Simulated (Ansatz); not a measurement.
We consider ZrRu (model structure, Fm-3m, No. 225, 2 atoms in the cell), described by LDA in Ansatz (PAW).

Settings: plane-wave cutoff 520 eV, 18×18×18 k mesh, Fermi–Dirac smearing 0.05 eV, no spin polarisation, scalar-relativistic PAW data made under PBE.

Cell (relaxed at this level):

RuZr is taken in the cubic space group Fm-3m (No. 225), the rock salt structure, Pearson symbol cF8. Conventional cell: a = 5.246 Å, b = 5.246 Å, c = 5.246 Å, α = 90.00°, β = 90.00°, γ = 90.00°. Ru on 4a has 6 Zr at 2.623 Å (octahedral). Zr on 4b is surrounded by 6 Ru at 2.623 Å and 12 Zr at 3.710 Å. (Neighbours: up to the widest gap in distance over summed covalent radii, below 1.35, at either atom.)
(The calculation used a cell of 2 atoms; values per cell refer to that cell.)

Question: Predict the bulk modulus.

Answer: 
- bulk modulus = 164 GPa

Note: the run has no spin polarisation, so it can have missed a magnetic state; the bulk modulus is −V dP/dV from two relaxed cells at ±2 % in volume; the relaxation could raise the start's symmetry but not lower it, so the cell can be a saddle point.

Computing time: around 40 core-seconds (rough).

A model structure was made by putting elements into a prototype or built by hand; it is no filed structure, need not be a known phase, and can be a saddle point held by its symmetry.

Ansatz is a first-principles code.
